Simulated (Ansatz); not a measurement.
A constructed model of the (111)A surface of zinc-blende ZnS, Zn-terminated, 2x2 Si adatom at T4 (bottom of the slab: 2 H on 4 bottom sites)

Computed with PBE (plane waves to 420 eV, PAW; Ansatz, a quantum-chemistry and plane-wave program).

Set-up: 35 atoms, 13.1 Å thick at the start with caps and adatoms (thin: gaps and levels are the slab's own); mesh 3x3x1; 0.025 eV smearing; dipole correction on; 8 atoms held, the rest relaxed; symmetry of the start imposed; no spin, no spin-orbit, no U. In PBE it is, or lies within 0.01 eV a 1x1 cell of, the lowest of the 2 structures of its composition computed so far; subsurface sites and larger cells were not tried.

| Item | Result |
|---|---|
| gap of the slab on its k-mesh | 0.98 eV |
| highest filled level below the top vacuum level | 4.91 eV |
| energy released by relaxation | 2.09 eV |
| cost | about 22 core-minutes (a rough figure) |
